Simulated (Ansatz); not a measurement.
The parent structure is TiAl (space group P4/mmm, No. 123; a = 2.824 Å, c = 4.071 Å).

It is then changed as follows: a hydrostatic pressure of 4.2 GPa.

Levels (all Ansatz, a first-principles code, PAW): PBE (420 eV, without spin-orbit coupling); r2SCAN (500 eV, spin-orbit coupling left out).

The geometry is relaxed with PBE.

| Property | Value |
|---|---|
| PBE pressure | 4.2 GPa |

### Question
What does r2SCAN give at this geometry for the pressure?

### Answer
The pressure falls by 1.2 GPa, from 4.2 GPa to 3.0 GPa.

Single points use the geometry relaxed with PBE. Their cutoffs differ, which shifts pressures a little. Load acts through the strain it causes; cell and atoms are relaxed under it. No phonon test of stability was made. The final runs are not spin-polarised.
